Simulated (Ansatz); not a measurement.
We consider Ti₃InC (Pm-3m, No. 221, 5 atoms in the cell; start mp-20325), described by PBEsol (Ansatz, an electronic-structure program, PAW).

Run with plane-wave cutoff 520 eV, 14×14×14 k mesh, Fermi–Dirac smearing 0.05 eV, no spin polarisation, scalar-relativistic PAW data made under PBE.

Cell (relaxed at this level):

Space group Pm-3m (No. 221); a = b = c = 4.199 Å, α = β = γ = 90.00°

```json
[
 {"atom": "Ti", "site": "3c", "symmetry": "4/mm.m", "x": "0.0000", "y": "0.5000", "z": "0.5000"},
 {"atom": "In", "site": "1a", "symmetry": "m-3m", "x": "0.0000", "y": "0.0000", "z": "0.0000"},
 {"atom": "C", "site": "1b", "symmetry": "m-3m", "x": "0.5000", "y": "0.5000", "z": "0.5000"}
]
```

### Question
What does this level give for the bulk modulus B0?

### Answer

- bulk modulus B0: 160 GPa

Note: the run has no spin polarisation, so it can have missed a magnetic state; the bulk modulus is −V dP/dV from two relaxed cells at ±2 % in volume; the relaxation could not lower the start's symmetry, so the cell can be a saddle point above a distorted one.

Spin–orbit coupling is not included; it can open a gap where bands touch, and shift volumes and moduli.

It cost about 110 core-seconds (a rough figure) of CPU time.

A start named mp-… is a Materials Project structure, which need not be a measured phase.
